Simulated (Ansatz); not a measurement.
Step by step: formation energy of CdSe (zinc blende, F-43m) from the elements

Subject: the formation energy of CdSe (zinc blende, F-43m) from the elements. Reaction: Se (P3₁21) + Cd (hcp) → CdSe (zinc blende). The sign is products less reactants. The value is per atom of the solid.

CdSe (zinc blende, F-43m), 2 atoms in the cell. Conventional cell: a = b = c = 6.112 Å, α = β = γ = 90.00°.

Method: Ansatz (a first-principles code), PAW, neutral cells at 0 K with nuclei at rest, on structures from PBE+D3(BJ). Ansatz runs with its PAW set soft_1. Other levels take these structures. The lattices are those relaxed with PBE+D3(BJ), so at other levels the solids can be strained. A dispersion term (D3(BJ), or D4 for r2SCAN) was computed beside these levels and is taken off wherever the name lacks it. Space groups of crystals are read within 0.01 Å.

Total energies of the cells in eV, at zero smearing width. They compare only within one column; the weights balance every element.

```json
[
 {"cell": "CdSe (zinc blende)", "atoms": "2", "weight": "+3", "PBE": "-13724.86414"},
 {"cell": "Se (P3₁21)", "atoms": "3", "weight": "−1", "PBE": "-16407.17990"},
 {"cell": "Cd (hcp)", "atoms": "2", "weight": "−3/2", "PBE": "-16509.02172"}
]
```

PBE: 3 × (-13724.86414) − (-16407.17990) − 3/2 × (-16509.02172) = -3.880 eV; dividing by 6 atoms gives -0.65 eV/atom.

What follows from the PBE value: A formula unit of CdSe has 2 atoms, so it forms with -0.6467 × 2 = -1.293 eV, or -124.8 kJ/mol at 96.485 kJ/mol per eV.
